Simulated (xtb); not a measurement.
xtb 6.7.1, GFN1-xTB: Zr(O)(OMe)(NMe2) (C[O][Zr](=[O])[N](C)C), 16 atoms. The geometry is a generated start, not checked to be a minimum at this level.

```json
{
 "run_flags": "--grad",
 "method": "GFN1-xTB",
 "--acc": "1 (default)",
 "--etemp (K)": "300 (default)",
 "basis_functions": "52",
 "valence_electrons": "42"
}
```

```xyz
16

Zr     1.1651    -1.0350     0.3417
O      2.3606     0.1044     0.9356
O      1.2475    -1.1170    -1.5752
C      0.1639    -1.3296    -2.4328
H     -0.0054    -0.4384    -3.0581
H      0.3864    -2.1698    -3.1105
H     -0.7766    -1.5590    -1.8887
N     -0.5373    -0.0437     0.9211
C     -0.6258     1.1455     0.0562
C     -0.3794     0.4283     2.3072
H     -1.4477     1.7912     0.3979
H      0.3249     1.7327     0.0812
H     -0.8365     0.8377    -0.9762
H      0.5358     1.0440     2.4176
H     -1.2506     1.0390     2.5923
H     -0.3249    -0.4304     2.9907
```

Charge 0 and multiplicity 1 are set for this test and not shown to be the ground state.

One run each on 1 thread. Values of broydamp tried: 0.02, 0.05, 0.1, 0.2, 0.4 (default), 0.6, 0.8, 1.

### Question
How does the count of SCC iterations change with broydamp, and where is it least?

### Answer
Fewest SCC iterations, within one of each other: 0.2 with 14, 0.4 (default) with 14, 0.6 with 13, 0.8 with 14. The count rises to 35 at 0.02. All converge to one solution.

| broydamp | SCC iterations | end |
|---|---|---|
| 0.02 | 35 | same solution |
| 0.05 | 24 | same solution |
| 0.1 | 16 | same solution |
| 0.2 | 14 | same solution |
| 0.4 (default) | 14 | same solution |
| 0.6 | 13 | same solution |
| 0.8 | 14 | same solution |
| 1 | 16 | same solution |
